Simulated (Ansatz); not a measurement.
# Response to strain in MgO

Consider MgO in the rock salt structure (space group Fm-3m, No. 225).

MgO is modelled in the cubic space group Fm-3m (No. 225), the rock salt structure, Pearson symbol cF8. Conventional cell: a = 4.214 Å, b = 4.214 Å, c = 4.214 Å, α = 90.00°, β = 90.00°, γ = 90.00°. Mg on 4a is surrounded by 6 O at 2.107 Å (octahedral). O on 4b sees 6 Mg at 2.107 Å (octahedral). (Neighbours: up to the widest gap in distance over summed covalent radii, below 1.35, at either atom; cation-cation and far metal-metal contacts left out.)
(The calculation used a cell of 2 atoms; values per cell refer to that cell.)

Strains are applied to the cell and any free atomic positions relax.

The values are results of Ansatz (a program for electronic structure) PBEsol, without spin-orbit coupling, not measurements.

Base values:

```
Property    Value
--------  -------
Band gap  4.62 eV
```

Q: The aim is a band gap between 3.66 eV and 4.02 eV. Which of these changes reaches it?
A. isotropic strain +0.50 %
B. isotropic strain −0.50 %
C. isotropic strain +1.50 %
D. isotropic strain +3.00 %
E. isotropic strain −2.00 %

A: D, isotropic strain +3.00 %. It gives 3.82 eV; isotropic strain +0.50 % gives 4.48 eV; isotropic strain −0.50 % gives 4.77 eV; isotropic strain −2.00 % gives 5.22 eV; isotropic strain +1.50 % gives 4.21 eV. Changes not listed may reach it too

No phonon test of stability was made.
